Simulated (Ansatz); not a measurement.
**BeTe: carrier doping**

Take BeTe in the zinc blende structure (space group F-43m, No. 216) as the base.

```cif
data_Be4Te4
_chemical_formula_sum 'Te4 Be4'
_space_group_name_H-M_alt 'F-43m'
_space_group_IT_number 216
_space_group_name_Hall 'F -4 2 3'
_cell_length_a 5.65703
_cell_length_b 5.65703
_cell_length_c 5.65703
_cell_angle_alpha 90.000
_cell_angle_beta 90.000
_cell_angle_gamma 90.000
loop_
_atom_site_label
_atom_site_type_symbol
_atom_site_symmetry_multiplicity
_atom_site_Wyckoff_symbol
_atom_site_fract_x
_atom_site_fract_y
_atom_site_fract_z
_atom_site_occupancy
Te1 Te 4 d 0.75000 0.75000 0.75000 1
Be1 Be 4 a 0.00000 0.00000 0.00000 1
```
(The calculation used a cell of 2 atoms; values per cell refer to that cell.)

Carriers are added at fixed cell with a uniform background; the Fermi–Dirac width is that of 300 K.

The values are results of Kohn–Sham DFT with the r2SCAN functional, run in Ansatz (a program for electronic structure) with PAW and 500 eV plane waves, without spin-orbit coupling, not measurements.

Notes on the quantities. Fermi level from band edge: Fermi level relative to the doped band's edge (positive inside the band; to 0.05 eV).

```json
[
 {"hole density (10^21 cm⁻³)": "1", "Fermi level from band edge (eV)": "0.25"},
 {"hole density (10^21 cm⁻³)": "1.5", "Fermi level from band edge (eV)": "?"},
 {"hole density (10^21 cm⁻³)": "7", "Fermi level from band edge (eV)": "0.80"},
 {"hole density (10^21 cm⁻³)": "10", "Fermi level from band edge (eV)": "0.95"}
]
```

Task: Fit E_F = C n^s, fitted as a line in log–log form (a parabolic band gives s = 2/3) to the rows shown and predict the withheld row.

Result: Least squares on the printed values gives C = 0.25 eV, s = 0.59 (largest residual 0.02 eV); this predicts 0.32 eV, and the run gives 0.35 eV, in agreement.

Charged cell with a jellium background: band edges are those of the host's band count, energies are not comparable with the neutral cell, and many-body gap narrowing is missing. Stability against distortions was not tested.
